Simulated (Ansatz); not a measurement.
Start from ZnO in the wurtzite structure (space group P6_3mc, No. 186).

```
ZnO
1.0
    3.23084     0.00000     0.00000
   -1.61542     2.79799     0.00000
    0.00000     0.00000     5.21584
Zn O
2 2
Direct
  0.66667   0.33333   0.00206
  0.33333   0.66667   0.50206
  0.66667   0.33333   0.62314
  0.33333   0.66667   0.12314
```

Cartesian axes are those of the cell as printed.

The values are results of PBEsol, PAW, 420 eV (Ansatz, an electronic-structure program; no SOC), earlier PAW set, not measurements.

Before the change:

The band gap comes out as 0.70 eV. The valence-band top at Γ is 0.00, 0.00, -0.10 eV and the pressure is 0.00 GPa.

Now apply this change: uniaxial strain ε_yy = +2.12 %, all other strain components held at zero, atoms relaxed at fixed cell.

**Question.** What happens to the band gap?

**Answer.** The band gap decreases by 0.04 eV to 0.66 eV.

**Question.** How does this affect the largest internal atomic displacement?

**Answer.** The largest internal atomic displacement is 0.016 Å.

**Question.** What happens to the energy relative to the base?

**Answer.** The energy grows by 3.3 meV/atom.

**Question.** Predict the new valence-band top at Γ.

**Answer.** The valence-band top at Γ (three highest levels, from the VBM) changes from 0.00, 0.00, -0.10 eV to 0.00, -0.06, -0.11 eV.

**Question.** Predict the new pressure.

**Answer.** The pressure (mean of the normal stresses, compression positive) goes from zero to -2.95 GPa.

Whether these cells are dynamically stable was not tested.
